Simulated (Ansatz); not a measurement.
The reference is Al in the fcc (Cu type) structure (space group Fm-3m, No. 225; a = 3.9924 Å; relaxed with 0.1 eV smearing). Axes: x, y, z lie along the cube axes.

Computed with r2SCAN/PAW in Ansatz (a first-principles code), spin-orbit coupling left out, earlier PAW set.

For the base:

```
Quantity            Value
---------------  --------
Volume per atom  15.91 Å³
Pressure          0.0 GPa
```

It is then changed as follows: biaxial strain +0.26 %, plane normal [110], relaxed out of plane (Cartesian); in-plane vectors clamped, the third vector and the atoms free.

Problem. How does this affect the energy relative to the base?

Solution. The energy stays essentially unchanged.

Problem. What does the calculation give for the volume per atom after the change?

Solution. The volume per atom rises by 0.05 Å³ (15.91 Å³ → 15.96 Å³).

Problem. Estimate the effect on the pressure.

Solution. The pressure (mean of the normal stresses, compression positive) goes from zero to -0.3 GPa.

A biaxial case was relaxed in a doubled cell and then solved in the primitive one. No phonon test of stability was made.
